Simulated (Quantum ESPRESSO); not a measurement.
Worked example: self-consistent single point of CoSi₂ (I4mm, 3 atoms in the cell) in Quantum ESPRESSO.

Computed with PBEsol, PSlibrary ultrasoft (PBE, semicore) pseudopotentials (plane waves; Quantum ESPRESSO 7.5).

```
CELL_PARAMETERS angstrom
      0.00000     2.67196     2.67196
      2.67196     0.00000     2.67196
      2.67196     2.67196     0.00000
ATOMIC_POSITIONS crystal
  Co 0.00936 0.00936 0.99064
  Si 0.25000 0.25000 0.25000
  Si 0.75000 0.75000 0.75000
```

Reference input (self-consistent single point, DFT, PBEsol, plane waves, PSlibrary PAW (PBE) pseudopotentials): ecutwfc = 50 Ry; ecutrho = 300 Ry; occupations = smearing; smearing = fermi-dirac; degauss = 0.0073499 Ry; input_dft = pbesol; potentials = {Co: Co.pbe-n-kjpaw_psl.1.0.0.UPF, Si: Si.pbe-n-kjpaw_psl.1.0.0.UPF}; K_POINTS = automatic 4 4 4 0 0 0; conv_thr = 1e-10 Ry. This run's input differs from it in these lines:

```diff
@@ -12,4 +12,4 @@
  ntyp = 2,
- ecutwfc = 50,
- ecutrho = 300,
+ ecutwfc = 38,
+ ecutrho = 228,
  occupations = 'smearing',
@@ -23,4 +23,4 @@
 ATOMIC_SPECIES
-Co    58.9332  Co.pbe-n-kjpaw_psl.1.0.0.UPF
-Si    28.0850  Si.pbe-n-kjpaw_psl.1.0.0.UPF
+Co    58.9332  Co.pbe-spn-rrkjus_psl.1.0.0.UPF
+Si    28.0850  Si.pbe-n-rrkjus_psl.1.0.0.UPF
 CELL_PARAMETERS angstrom
```

The program printed (abridged):

```
     Self-consistent Calculation

     iteration #  1     ecut=    38.00 Ry     beta= 0.70

     Threshold (ethr) on eigenvalues was too large:
     Diagonalizing with lowered threshold

     total energy              =    -316.23648537 Ry
     estimated scf accuracy    <       0.23224954 Ry

     iteration #  2     ecut=    38.00 Ry     beta= 0.70

     total energy              =    -316.04334591 Ry
     estimated scf accuracy    <       1.62410325 Ry

     iteration #  3     ecut=    38.00 Ry     beta= 0.70

     total energy              =    -316.28806706 Ry
     estimated scf accuracy    <       0.25202030 Ry

   [... 95 blocks of this kind left out ...]

     iteration # 99     ecut=    38.00 Ry     beta= 0.70

     negative rho (up, down):  1.688E+01 0.000E+00

     total energy              =    -313.07284391 Ry
     estimated scf accuracy    <     107.20137204 Ry

     iteration #100     ecut=    38.00 Ry     beta= 0.70

     negative rho (up, down):  2.028E-03 0.000E+00

     total energy              =    -315.25384673 Ry
     estimated scf accuracy    <       8.84924638 Ry
     End of self-consistent calculation

     convergence NOT achieved after 100 iterations: stopping

   JOB DONE.
```

The run ended unconverged after 100 iterations.  The full log also holds: “c_bands:  1 eigenvalues not converged”.

The starting cell has typed, rounded lattice constants, without a prior relaxation at this level. Its lattice was rescaled by up to half a per cent. One atom was moved a little off its site on purpose.

Cost on one core of a shared machine: roughly 2 min.
